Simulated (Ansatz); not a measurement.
**A self-consistent single point of TiB2 (P6/mmm, 3 atoms in the cell) with Ansatz (a first-principles code)**

Method: r2SCAN, default PAW files made with PBE (plane waves; Ansatz).

The input file:

Ansatz 0.2 input:
```yaml
# TiB2
crystal:
  lattice:
    - [2.995066, 0.000000, 0.000000]
    - [-1.497533, 2.593803, 0.000000]
    - [0.000000, 0.000000, 3.195837]
  atoms:
    - { symbol: Ti, position: [0.000000, 0.000000, 0.000000] }
    - { symbol: B, position: [0.333333, 0.666667, 0.500000] }
    - { symbol: B, position: [0.666667, 0.333333, 0.500000] }
basis:
  ecutwfc: 500.0 eV
kpoints:
  mp_grid: { grid: [13, 13, 10] }
hamiltonian:
  xc: r2scan
  pseudopotentials: { kind: paw }
scf:
  occupations: { method: cold, width: 0.2 eV }
output:
  forces: true
  eigenvalues: true
  stress: true
```

Output (repeated stretches shortened):

```
WARN the atoms were moved onto the symmetric positions of the space group found under crystal.symmetry.tolerance 1.0e-5 (fractional …
WARN ansatz: RAYON_NUM_THREADS=1 ignored (pool sized by the plan → 1); use --threads N
Pseudopotentials: kind: paw
Pseudopotential: Ti, paw, valence charge 12
Pseudopotential: B, paw, valence charge 3
Crystal: 3 atoms, lattice volume = 24.827 Å³
Basis set: ecut = 500 eV, 635 PW (Γ), exchange–correlation on 96×96×96 points (64 copies of the dense FFT grid, shifted against one another)
Bands: 13, of which v1, the nominal top of the filled ones, is band 9 counted from 1 (8 counted from 0)
Symmetry: 24 space group operations
Space group: P6/mmm (ITA 191), of the structure as read, at distance tolerance 2.9e-5 Å
k-points: 126 of 1690
PAW frozen core: Ti, regenerated for the run's functional
PAW frozen core: B, regenerated for the run's functional
Initial density: superposition of atomic densities (neutral atoms: chi_scale 0, normalization atom), corrected by the library's trained network
Initial wavefunctions: pseudopotential atomic-orbital guess
Eigensolver: davidson
Functional: x = r2scan, c = r2scan; τ floored in thin density (d = 2e-4 eV/Å³)
SCF iter   1: F=—  HF=-2820.757945 eV  |F-HF|=—  |Δ(HF+E_count)|=         —  Δρ=1.37e-2  dr2=4.45e-2  dr2_τ=3.16e-1  ethr=1.77e-3  ⟨swp⟩=4.9  Hψ=8156  notcnv=0
all-band conjugate gradients solve this SCF's bands
preconditioner: auto → none
SCF iter   2: F=—  HF=-2820.823453 eV  |F-HF|=—  |Δ(HF+E_count)|=   6.55e-2  S|Δr|=    0.00e0  Δρ=4.70e-3  dr2=3.13e-3  dr2_τ=5.92e-4  ethr=2.47e-4  ⟨swp⟩=2.2  Hψ=4015  notcnv=0
SCF iter   3: F=—  HF=-2820.823916 eV  |F-HF|=—  |Δ(HF+E_count)|=   4.63e-4  S|Δr|=    0.00e0  Δρ=1.78e-3  dr2=3.39e-4  dr2_τ=3.59e-5  ethr=1.74e-5  ⟨swp⟩=3.0  Hψ=2696  notcnv=0
SCF iter   4: F=—  HF=-2820.824228 eV  |F-HF|=—  |Δ(HF+E_count)|=   3.12e-4  S|Δr|=    0.00e0  Δρ=4.78e-4  dr2=5.97e-5  dr2_τ=5.32e-6  ethr=1.89e-6  ⟨swp⟩=3.0  Hψ=2706  notcnv=0
SCF iter   5: F=—  HF=-2820.824227 eV  |F-HF|=—  |Δ(HF+E_count)|=   1.23e-6  S|Δr|=    0.00e0  Δρ=1.11e-4  dr2=1.50e-6  dr2_τ=1.22e-7  ethr=3.32e-7  ⟨swp⟩=2.3  Hψ=2244  notcnv=0
SCF iter   6: F=-2820.824229 eV  HF=-2820.824229 eV  |F-HF|=1.17e-8  |Δ(HF+E_count)|=   2.06e-6  S|Δr|=    0.00e0  Δρ=2.51e-5  dr2=9.24e-8  dr2_τ=5.03e-9  ethr=5.56e-10  ⟨swp⟩=3.0  Hψ=6908  notcnv=0
SCF 1 converged in 6 iterations: F = -2820.824229 eV  dr2 = 9.24e-8
SCF converged after 6 iterations
Stability not checked (fill_not_monotonic)
Free energy (F): -2820.824229 eV
Harris-Foulkes:  -2820.824229 eV  (|F-HF|=1.17e-8)
Internal energy: -2820.822581 eV  (E = F + TS)
E sigma→0 (E₀):  -2820.823680 eV
Entropy (-TS):   -0.001647 eV (-0.549 meV/atom)
Fermi energy:    15.876971 eV
--- Per-component energies (eV) ---
  E_band       = -99.737905
  E_kinetic    = 378.724131
  E_local      = -765.097984  (includes V_loc(G=0)·N_el)
  E_nonlocal   = 27.867007
  E_hartree    = 326.353177
  E_xc         = -159.828609
  E_vxc        = -221.237328  (∫ρ·V_xc dr)
  E_paw        = -1217.019054  (= ΣΔE_a)
  E_vpaw       = -185.897690  (= ΣTr[D̂ρ^β])
  E_aug_tail   = 0.000096  (compensation charges beyond the density's cutoff)
  E_vtau       = 13.193967  (kinetic-family band-sum trace: ∫τ·v_τ [+ j·A + Jᵃ·Aᵃ] dr)
  E_ewald      = -1411.531003
  E_core_change = -0.290341  (= ΣΔE_core)
  E_smearing   = -0.001647  (= −TS)
  E_closure    = -0.000000  (closes the sum)
  Σ components = -2820.824229   (vs F -2820.824229, Δ=0.00e0)
--- Forces (eV/Å), atoms counted from 1 ---
  atom   1  Ti    -0.00000000     0.00000000     0.00000000
   [... zero for the other atoms too ...]
  max |Σ_I F_I| component: 5.55e-17 eV/Å
--- Stress (GPa, compression-positive) ---
        8.591584       0.000000      -0.000000
        0.000000       8.591584      -0.000000
       -0.000000      -0.000000       6.334773
  P = ⅓ Tr σ = 7.8393 GPa (78.393 kbar)
  The stress holds the Pulay correction. Without it, at fixed plane waves, as pw.x and ABINIT print it: P = 7.7763 GPa
--- Band table (eV; the first three rows and the last of 126) ---
  k-point 0: bands = ["-43.4986", "-18.8051", "-18.4615", "-18.4615", "1.1310", "12.9973", "12.9973", "13.2114", "13.5488", "17.9211", "17.9211", "19.8340", "19.8340"]
  k-point 1: bands = ["-43.4970", "-18.8280", "-18.4597", "-18.4597", "1.2748", "11.9523", "13.1112", "13.1112", "14.6699", "17.5547", "17.5547", "19.5799", "19.5799"]
  k-point 2: bands = ["-43.4926", "-18.8875", "-18.4549", "-18.4549", "1.6839", "10.4876", "13.4481", "13.4481", "15.7813", "16.8444", "16.8444", "18.8938", "18.8938"]
  k-point 125: bands = ["-43.4088", "-18.9091", "-18.7885", "-18.7190", "6.0454", "6.8817", "9.6431", "12.1760", "12.4060", "18.5923", "20.2460", "20.3224", "20.5571"]
```

The run converged in 6 iterations.

The starting cell comes from a database of computed structures (which also holds hypothetical and non-ambient phases and stackings), without a prior relaxation at this level. Its lattice was rescaled by a random factor within 2.5 % of one. Spin polarisation is off. With a pressure of about 8 GPa the cell is away from its equilibrium volume at this level. Ansatz's pressure includes its estimate of the finite-basis (Pulay) stress.
